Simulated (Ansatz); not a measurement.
System: interstitial F in diamond (charge state -1). The step: a concerted move, in which F travels most; the atom moves 1.48 Å along (-0.29, 0.00, 0.29) of the unit cell; at the start the F atom holds a host C site and a host atom stands off its site; at the end the F atom holds a host C site and a host atom stands off its site; the moving atom starts with neighbours C at 1.29, C at 1.64, C at 1.93, 2 C at 1.99, 2 C at 2.19 Å and ends with C at 1.29, C at 1.64, C at 1.93, 2 C at 1.99, 2 C at 2.19 Å. A PBE band in Ansatz (plane-wave PAW, a 2×2×2 k-point mesh shifted by half a step, 64 host sites, 143 SCF runs with any check of the saddle's order, static, no finite-size correction) gives a forward barrier of 0.49 eV. The program found a first-order saddle point. The host's phase is taken as given; its stability against other phases was not computed. The charge state is imposed; whether it is stable for some Fermi level was not computed. Sites that were not tried may lie lower.

Single points at the band's start and saddle point can refine it. Rough cost of one point, in units of the band's mean SCF on the same machine:

| Level | Cost of one point |
|---|---|
| PBE, a 3×3×3 k-point mesh shifted by half a step | about 3 |
| r2SCAN at 500 eV, a 2×2×2 k-point mesh shifted by half a step | about 3 |

Q: Which of these move the barrier by more than 0.1 eV, and how far does each move it?

A: Not one does. PBE, a 3×3×3 k-point mesh shifted by half a step: -0.03 eV; r2SCAN at 500 eV, a 2×2×2 k-point mesh shifted by half a step: +0.08 eV. Each functional is compared with PBE at the same k-points.

Ansatz is a first-principles code.
